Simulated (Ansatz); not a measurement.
## Zn3GaNO3 (model structure, P3m1, No. 156, 8 atoms in the cell)

Level of theory: PBE in Ansatz (plane waves, PAW).

Run with plane-wave cutoff 520 eV, 18×18×6 k mesh (along the axes of the cell as run), Fermi–Dirac smearing 0.05 eV, scalar-relativistic PAW data made under PBE.

Cell (relaxed at this level):

Space group P3m1 (No. 156); a = 3.296 Å, b = 3.296 Å, c = 10.556 Å, α = 90.00°, β = 90.00°, γ = 120.00°

| atom | site | symmetry | x | y | z |
|---|---|---|---|---|---|
| Ga | 1b | 3m. | 0.3333 | 0.6667 | 0.0134 |
| N | 1b | 3m. | 0.3333 | 0.6667 | 0.1879 |
| Zn | 1c | 3m. | 0.6667 | 0.3333 | 0.2450 |
| O | 1c | 3m. | 0.6667 | 0.3333 | 0.4439 |
| Zn | 1b | 3m. | 0.3333 | 0.6667 | 0.4917 |
| O | 1b | 3m. | 0.3333 | 0.6667 | 0.6912 |
| Zn | 1c | 3m. | 0.6667 | 0.3333 | 0.7371 |
| O | 1c | 3m. | 0.6667 | 0.3333 | 0.9393 |

For Zn3GaNO3 (model structure, P3m1, No. 156, 8 atoms in the cell), the band gap is none and the bulk modulus B0 comes out as 125 GPa.

Note: the bulk modulus is −V dP/dV from two relaxed cells at ±2 % in volume; the relaxation could raise the start's symmetry but not lower it, so the cell can be a saddle point.

Spin–orbit coupling is not included.

Static lattice: no zero-point or thermal effects.

It cost very roughly 15 core-minutes of CPU time.

A model structure was made by putting elements into a prototype or built by hand; it is no filed structure, need not be a known phase, and can be a saddle point held by its symmetry.

Ansatz is a quantum-chemistry and plane-wave program.
